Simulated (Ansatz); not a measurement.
The reference is ZrO2 in the fluorite structure (space group Fm-3m, No. 225; a = 5.089 Å).

Method: r2SCAN, PAW, 500 eV (Ansatz, a program for electronic structure; no spin-orbit coupling).

Before the change:

```
Item                                     Value
-----------------------------  ---------------
Shortest interatomic distance         220.4 pm
Density                             6.21 g/cm³
Band gap                               3.89 eV
Gap character                  indirect, X → Γ
```

The change: Hf takes the place of Zr on all its sites, then cell and atoms are relaxed.

Tabulated Pauling electronegativity and covalent radius: Zr 1.33, 1.75 Å; Hf 1.30, 1.75 Å.

Q: What does the calculation give for the shortest interatomic distance after the change?

A: The shortest interatomic distance falls by 1.34 pm, from 220.4 pm to 219.0 pm.

Q: What does the calculation give for the density after the change?

A: The density grows by 4.59 g/cm³ (6.21 g/cm³ → 10.80 g/cm³).

Q: Estimate the effect on the band gap.

A: The band gap goes up by 0.416 eV (3.89 eV → 4.30 eV).

Q: What happens to the electron mass?

A: The electron mass is 1.1 mₑ along k, 0.76 mₑ across (at X).

Q: Predict the new gap character.

A: The gap character changes from indirect, X → Γ to direct at X.

Spin-orbit coupling, missing from the scalar runs, can matter with Hf. Masses are band curvatures over ±0.01 Å⁻¹ around the edge. Along k means along the line from Γ to the band edge. Whether these cells are dynamically stable was not tested. This is not the structure that HfO2 has at room temperature and ambient pressure. This is not the structure that ZrO2 has at room temperature and ambient pressure.
